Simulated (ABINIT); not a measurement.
Band structure of Be (P6_3/mmc, 4 atoms in the cell).

```yaml
crystal:
  lattice:
    - [2.31973, 0.00000, 0.00000]
    - [-1.15986, 2.00894, 0.00000]
    - [0.00000, 0.00000, 7.46374]
  atoms:
    - { symbol: Be, position: [0.00000, 0.00000, 0.00000] }
    - { symbol: Be, position: [0.00000, 0.00000, 0.50000] }
    - { symbol: Be, position: [0.33333, 0.66667, 0.25000] }
    - { symbol: Be, position: [0.66667, 0.33333, 0.75000] }
```

Computed with PBE, PAW (JTH v2.0 PBE PAW) (plane waves; ABINIT 10.0.3).

Settings: pseudos = [Be.GGA_PBE-JTH.xml]; ecut = 544 eV; pawecutdg = 1088 eV; pawxcdev = 0; ixc = 11; occopt = 7; tsmear = 0.136 eV; ngkpt = 16 16 5; nshiftk = 1; shiftk = 0 0 0; potentials = JTH v2.0 PBE PAW; kptopt = 1; nstep = 50.

The starting cell was generated: these elements placed on a structure prototype, without a prior relaxation; it need not be a known phase or ordering of this composition. Its lattice was rescaled by a random factor within 2.5 % of one.

Levels in eV from the Fermi level, bands 5 to 12:
| point | 5 | 6 | 7 | 8 | 9 | 10 | 11 | 12 |
|---|---|---|---|---|---|---|---|---|
| Γ | -10.93 | -8.92 | -8.89 | -4.40 | 0.35 | 9.25 | 9.25 | 15.22 |
| M | -4.64 | -3.80 | -3.42 | -2.60 | 0.95 | 0.96 | 3.90 | 5.56 |
| K | -1.84 | -1.84 | -1.01 | -0.97 | -0.47 | -0.47 | 2.27 | 2.27 |
| A | -10.42 | -10.42 | -6.47 | -6.47 | 3.56 | 3.56 | 15.42 | 15.42 |
| L | -4.34 | -4.34 | -2.94 | -2.94 | 1.45 | 1.45 | 3.32 | 3.32 |
| H | -1.86 | -1.86 | -0.99 | -0.99 | -0.45 | -0.45 | 2.31 | 2.31 |

Bands cross the Fermi level along this path, so the cell is metallic at this level.
